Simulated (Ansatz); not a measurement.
**La2O3, element substitutions**

Base system: La$_{2}$O$_{3}$ (space group P-3m1, No. 164; a = 3.9061 Å, c = 6.0400 Å).

Each row replaces one element on all its sites; cell and atoms are relaxed.

Calculations: Ansatz (a program for electronic structure) PBEsol, no SOC.

Candidates:
(a) O → Te
(b) O → F
(c) La → Ba

Base values:

- Lattice parameter a = 3.906 Å

### Question
Order them by lattice parameter a, lowest first.

### Answer
(b) O → F (3.742 Å), (c) La → Ba (4.250 Å), (a) O → Te (5.147 Å)

Other magnetic orders, which the real material may have, were not ruled out. Whether these cells are dynamically stable was not tested. As relaxed here, La2Te3, La2F3 and Ba2O3 are hypothetical phases, not in the database extracts checked. Spin-polarised in the final run: Ba2O3; the other runs are not. An odd electron count without spin: La2F3.
